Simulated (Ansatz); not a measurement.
SrTiO3: pressure series

Start from SrTiO3 in the cubic perovskite structure (space group Pm-3m, No. 221; a = 3.8911 Å).

Cell and atoms are relaxed at each pressure.

All numbers come from plane-wave PAW DFT at the PBEsol level (Ansatz, an electronic-structure program, 420 eV), no SOC.

```tsv
change	smallest direct gap	band gap	width of the top valence band	density
base	2.19 eV	1.85 eV	1.05 eV	5.17 g/cm³
pressure −2 GPa	2.18 eV	1.83 eV	1.04 eV	5.12 g/cm³
pressure −1 GPa	2.19 eV	1.84 eV	1.04 eV	5.14 g/cm³
pressure 3 GPa	2.21 eV	1.88 eV	1.06 eV	5.25 g/cm³
pressure 7 GPa	2.23 eV	…	1.08 eV	5.36 g/cm³
pressure 15 GPa	2.26 eV	1.97 eV	…	…
pressure 30 GPa	2.28 eV	2.05 eV	1.23 eV	5.85 g/cm³
pressure 50 GPa	2.28 eV	…	1.25 eV	6.20 g/cm³
pressure 75 GPa	2.24 eV	2.20 eV	1.28 eV	6.57 g/cm³
pressure 100 GPa	–	2.18 eV	1.44 eV	6.90 g/cm³
```

Task: Fill in the withheld entries from the trend.

Result: 
- pressure 7 GPa, band gap: 1.91 eV
- pressure 15 GPa, width of the top valence band: 1.14 eV
- pressure 15 GPa, density: 5.54 g/cm³
- pressure 50 GPa, band gap: 2.13 eV

Load acts through the strain it causes; cell and atoms are relaxed under it. Stability against distortions was not tested. Competing high-pressure phases were not computed. The final runs are not spin-polarised. Many cubic perovskites are stable only at high temperature; tilts and polar distortions were not tested.
